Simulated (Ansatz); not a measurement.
Fe_Nb in ferroelectric LiNbO3 (start: the Nb site; 120-site cell, 2×2×2 Γ-centred sampling). These are PBE, PAW (plane waves to 420 eV; Ansatz, a program for electronic structure) values and carry that method's errors. Total energies of the localised charge states, counted from that of charge +1, and their image corrections (point charge with alignment); the host's valence-band maximum lies at 6.930 eV on the cells' energy zero and its gap is 3.53 eV.

```csv
charge,moment (μB),E − E(first) (eV),correction (eV)
+1,2.0,0.000,-0.089
0,3.0,7.112,0.000
−1,4.0,15.550,0.127
−2,5.0,23.902,0.281
```

Problem. Derive the transition levels above the valence-band maximum and say which of them are thermodynamic.

Solution. A level is the Fermi energy at which two charges have equal formation energy: ε(q/q′) = [E(q′) + corr(q′) − E(q) − corr(q)] / (q − q′) − E_VBM.
ε(+1/0) = [(7.112 + 0.000) − (0.000 + -0.089)] / 1 − 6.930 = 0.27 eV
ε(0/−1) = [(15.550 + 0.127) − (7.112 + 0.000)] / 1 − 6.930 = 1.63 eV
ε(−1/−2) = [(23.902 + 0.281) − (15.550 + 0.127)] / 1 − 6.930 = 1.58 eV
Charge −1 lies above the lower envelope where its neighbours cross, so the level that counts is ε(0/−2) = [(23.902 + 0.281) − (7.112 + 0.000)] / 2 − 6.930 = 1.61 eV.
Thermodynamic levels at least 0.1 eV inside the gap: (+1/0) at 0.27 eV; (0/−2) at 1.61 eV. They hold to tenths of an eV in this cell. Charges with a result: +1, 0, −1, −2. Others weren't obtained, and one of them could lie lower, also by skipping a charge. Adjacent levels lie within 0.1 eV of each other, so whether the charge between them is stable isn't decided. Flagged in the runs: a host whose relaxation on this sampling wasn't shown to rest, a strain field that reaches the edge of the cell.
